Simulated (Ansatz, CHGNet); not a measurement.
How the enthalpy of formation of cubic perovskite CsSnI3 (cubic high-temperature phase) moves with the method

No measured value is used here.

```tsv
level (code)	value (eV/atom)
CHGNet-r²SCAN (CHGNet)	?
LDA (Ansatz)	-0.910
PBE (Ansatz)	-0.964
rVV10 (Ansatz)	?
r²SCAN-D4 (Ansatz)	-1.063
r²SCAN+rVV10 (Ansatz)	-1.055
PBE0 (Ansatz)	-1.047
```

Problem. Some entries are withheld; supply them.

Solution. 
- CHGNet-r²SCAN (CHGNet), value (eV/atom): -1.084
- rVV10 (Ansatz, an electronic-structure program), value (eV/atom): -0.947

Density-functional levels without +SOC have no spin–orbit coupling, which shifts binding energies of heavy elements. CHGNet-r²SCAN, LDA, PBE, rVV10, r²SCAN-D4, r²SCAN+rVV10, PBE0: the relaxation could not lower the start's symmetry, so the cell can be a saddle point above a distorted one. Each level is taken at its own relaxed cell. Ansatz's density-functional and Hartree–Fock values are scalar-relativistic unless marked +SOC, with PAW data made under PBE.

Machine-learned potentials (CHGNet-r²SCAN) are trained on DFT data, which may include these solids.
